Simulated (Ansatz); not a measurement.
Fluorite PtAl2 was calculated with PBEsol+SOC (Ansatz, a quantum-chemistry and plane-wave program, PAW).

Numerical settings: plane-wave cutoff 520 eV, 20×20×20 k mesh, Fermi–Dirac smearing 0.087 eV (set by the program), PAW data made under PBE.

Computed at the level's own relaxed cell.

Elastic tensor (GPa, Voigt notation, ions relaxed):

```
  187.9   115.7   115.7     0.0     0.0     0.0
  115.7   187.9   115.7     0.0     0.0     0.0
  115.7   115.7   187.9     0.0     0.0     0.0
    0.0     0.0     0.0    48.1     0.0     0.0
    0.0     0.0     0.0     0.0    48.1     0.0
    0.0     0.0     0.0     0.0     0.0    48.1
```

Worked from these constants: the tetragonal shear constant is C′ = (C11 − C12)/2 = 36.1 GPa against C44 = 48.1 GPa, so the tetragonal shear is the softer. The Zener ratio C44/C′ is 1.33 (1 for an isotropic solid), and the Cauchy pressure C12 − C44 is 67.6 GPa. With C11 + 2C12 = 419.3 GPa all three Born conditions hold; they don't test modes at the zone boundary.

Static lattice: no zero-point or thermal effects.
